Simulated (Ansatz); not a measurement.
For YGe2 (model structure, started from the C54 type, Fddd, No. 70, 6 atoms in the cell), PBE (plane waves, PAW; Ansatz, a quantum-chemistry and plane-wave program) gives:

```
Property                              Value
---------------------------  --------------
equilibrium volume per atom   21.55 Å³/atom
formation enthalpy           -0.466 eV/atom
```

Question: What does PBE-D3(BJ) in Ansatz (plane waves, PAW) give for the same quantities?

Answer: 
- equilibrium volume per atom: 20.66 Å³/atom (shrinks by 4.1 %)
- formation enthalpy: -0.542 eV/atom (moves by -0.076 eV/atom)

Changes are worked out from the printed values.

Unless a cell is named, each level is at its own relaxed cell (PBE 21.55, PBE-D3(BJ) 20.66 Å³/atom).

Ansatz's density-functional and Hartree–Fock values are scalar-relativistic unless marked +SOC, with PAW data made under PBE.

A model structure was made by putting elements into a prototype or built by hand; it is no filed structure, need not be a known phase, and can be a saddle point held by its symmetry.
